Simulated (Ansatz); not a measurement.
Base system: Si in the diamond structure (space group Fd-3m, No. 227; a = 5.444 Å).

Perturbation: a hydrostatic pressure of 3 GPa.

Levels (all Ansatz, a quantum-chemistry and plane-wave program, PAW, earlier PAW set): r2SCAN (500 eV, spin-orbit coupling left out); HSE06 (420 eV, no SOC); HSE06+SOC (420 eV, noncollinear with spin-orbit coupling).

One geometry, relaxed with r2SCAN, under each level:

The valence-band top lists the three highest levels at Γ (Kramers pairs under SOC), from the VBM.

| level | band gap | lowest conduction level above the VBM at special points | valence-band top at Γ |
|---|---|---|---|
| r2SCAN | 0.72 eV | X 0.86 eV; K 1.39 eV; U 1.39 eV; Γ 2.75 eV | 0.00, 0.00, 0.00 eV |
| HSE06 | ? | ? | – |
| HSE06+SOC | ? | ? | ? |

Question: Give the withheld HSE06 and HSE06+SOC results.

Answer: 
- HSE06, band gap: 1.09 eV
- HSE06, lowest conduction level above the VBM at special points: X 1.23 eV; K 1.78 eV; U 1.78 eV; Γ 3.32 eV
- HSE06+SOC, band gap: 1.07 eV
- HSE06+SOC, lowest conduction level above the VBM at special points: X 1.21 eV; K 1.76 eV; U 1.76 eV; Γ 3.28 eV
- HSE06+SOC, valence-band top at Γ: 0.00, 0.00, -0.05 eV

Single points use the geometry relaxed with r2SCAN. Their cutoffs differ, which shifts pressures a little. The hybrid gap comes from the SCF mesh plus the semilocal run's edge points and a few special points and is an upper bound. The spin-orbit shifts are approximate. Load acts through the strain it causes; cell and atoms are relaxed under it. Stability against distortions was not tested. Tetrahedral semiconductors of this kind turn to denser phases somewhere between about 1 and 50 GPa; those were not computed, so compressed cells here can lie past the real transition.
